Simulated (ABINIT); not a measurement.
ABINIT is run on S (P2_1/c, 4 atoms in the cell), and the run fails. The aim is a self-consistent single point with DFT, PBEsol, plane waves, norm-conserving pseudopotentials (PseudoDojo nc-sr-04 PBEsol standard).

Input:

```
# S, PseudoDojo nc-sr-04 PBEsol standard
pp_dirpath "./"
pseudos "S.upf"
acell 15.1299032442 10.0550380673 7.0629017318
rprim
         1.0000000000   -0.0000000000    0.0000000000
        -0.0000000000    1.0000000000    0.0000000000
        -0.0358953963    0.0000000000    0.9993555526
natom 4
ntypat 1
znucl 16
typat 1 1 1 1
xcart
         3.7297248909    6.6339119153    3.3515163605
        11.1466526964    3.4211261520    3.7068337027
        11.2734155249    1.6063928816    0.1776586711
         3.6029620625    8.4486451857    6.8806913921
occopt 3
tsmear 0.1 eV
nband 17
kptopt 1
ngkpt 4 5 7
nshiftk 1
shiftk 0 0 0
nstep 100
tolvrs 1.0e-11
prtwf 0
prtden 0
```

Output (repeated stretches shortened):

```
 ++++++++++++++++++++++++++++++++++++++++++++++++++++++++++++++++++++++++++++++

 Netcdf library supports MPI-IO
-instrng: 28 lines of input have been read from file run.abi

 For atom type 1, psp file is ./S.upf

 inpspheads: deduce mpsang = 3, n1xccc = 2501.

=======================================================
 invars1m : enter jdtset= 0
 ingeo: takes atomic coordinates from input array xcart

--- !COMMENT
src_file: m_symfind.F90
src_line: 823
message: |
    The tolerance on symmetries =   1.000E-05 is bigger than 1.0e-8.
    In order to avoid spurious effects, the atomic coordinates have been
    symmetrized before storing them in the dataset internal variable.
    So, do not be surprised by the fact that your input variables (xcart, xred, ...)
    do not correspond exactly to the ones echoed by ABINIT, the latter being used to do the calculations.
    This is not a problem per se.
    Still, in order to avoid this symmetrization (e.g. for specific debugging/development), decrease tolsym to 1.0e-8 or lower,
    or (much preferred) use input primitive vectors that are accurate to better than 1.0e-8.
    This message will only be printed once, even if there are other datasets where tolsym is bigger than 1.0e-8.
...

 symlatt: the Bravais lattice is mP (primitive monoclinic)
 symspgr: spgroup=  14  P2_1/c   (=C2h^5)

--- !ERROR
src_file: m_invars2.F90
src_line: 837
mpi_rank: 0
message: |
    The input keyword "ecut" is compulsory !
    Action: add a value for "ecut" in the input file.
...

 abinit_abort: decision taken to exit. Check above messages for more info
Abort(13) on node 0 (rank 0 in comm 0): application called MPI_Abort(MPI_COMM_WORLD, 13) - process 0

--- !ERROR
src_file: m_invars2.F90
src_line: 837
mpi_rank: 0
message: |
    The input keyword "ecut" is compulsory !
    Action: add a value for "ecut" in the input file.
...
```

Q: Read the log: what does the program object to, and what is the fix?

A: The fault is no plane-wave cutoff. The cutoff has no default. To fix it, give the cutoff. The program stopped before any SCF iteration.

The sound input it was made from differs as follows (other fixes are possible):
```diff
+ecut 52 Ry
```

With that input, the run converged in 14 iterations: free energy E − TS -1197.65 eV; top of the valence band (on the code's own zero) -0.82 eV; gap on the k-point mesh 0.47 eV; pressure -1.15 GPa; largest force (vector length) 0.619 eV/Å (DFT, PBEsol, plane waves, norm-conserving pseudopotentials (PseudoDojo nc-sr-04 PBEsol standard)).

On the sound input: the starting cell comes from a database of computed structures (which also holds hypothetical and non-ambient phases and stackings), without a prior relaxation at this level. Its lattice was rescaled by a random factor within 2.5 % of one.
